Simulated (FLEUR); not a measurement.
# Short convergence ladders for Mg (P-3m1, 2 atoms in the cell)

```
CELL_PARAMETERS angstrom
      1.60018    -2.77160     0.00000
      1.60018     2.77160     0.00000
      0.00000     0.00000     5.19437
ATOMIC_POSITIONS crystal
  Mg 0.33333 0.66667 0.25963
  Mg 0.66667 0.33333 0.75000
```

Base method: LDA (Vosko-Wilk-Nusair), all-electron FLAPW (FLEUR), scalar-relativistic valence in FLEUR.

Base settings: Kmax = 3.8 1/bohr; GmaxXC = 11.4 1/bohr; xcFunctional = vwn; jspins = 1; l_soc = F; mode = hist; fermiSmearingEnergy = 0.00367493 Htr; mesh (inpgen div1-3) = 6 6 3; inpgen gamma flag = true; Gmax = 11.4 1/bohr.

**Shifted k-point meshes**

In this ladder: kpt_gamma = false.

Only quantities that move along the ladder and can be compared are tabulated.

| kpt_div | free energy less the last step's (meV/atom) |
|---|---|
| 2 2 2 | -191.44 |
| 4 4 2 | -46.73 |
| 6 6 4 | -4.71 |
| 8 8 4 | 7.18 |
| 10 10 6 | -0.13 |
| 14 14 8 | 0.00 |

Coarsest kpt_div that holds the free energy within 0.5 meV/atom of the last step, with all finer ones: 10 10 6; the step before is off by 7.2 meV/atom.

**The k-point mesh at a smearing width of 0.3 eV**

In this ladder: fermiSmearingEnergy = 0.0110248 Htr. Moved along: kpt_gamma.

Only quantities that move along the ladder and can be compared are tabulated.

| kpt_div | free energy less the last step's (meV/atom) |
|---|---|
| 4 4 3 | -46.75 |
| 5 5 3 | -10.72 |
| 6 6 3 | 26.45 |
| 9 9 5 | 0.94 |
| 13 13 7 | 0.19 |
| 19 19 10 | 0.05 |
| 23 23 13 | 0.00 |

Coarsest kpt_div that holds the free energy within 0.5 meV/atom of the last step, with all finer ones: 13 13 7; the step before is off by 0.94 meV/atom.

**The mesh under tetrahedron occupations**

In this ladder: mode = tetra; fermiSmearingEnergy = 0.0001 Htr.

Only quantities that move along the ladder and can be compared are tabulated.

```csv
kpt_div,free energy less the last step's (meV/atom)
5 5 3,43.17
6 6 4,100.11
8 8 4,52.55
12 12 6,26.28
18 18 10,4.98
22 22 12,0.00
```

Coarsest kpt_div that holds the free energy within 2 meV/atom: not settled: the last two steps still differ by 5.0 meV/atom, over half the tolerance, so the ladder does not show it.

On the base run: the starting cell has typed, rounded lattice constants, without a prior relaxation at this level. Its lattice was rescaled by up to half a per cent. One atom was moved a little off its site on purpose. Values depend on the basis (sphere radii, cutoffs, local orbitals), which need not be converged.
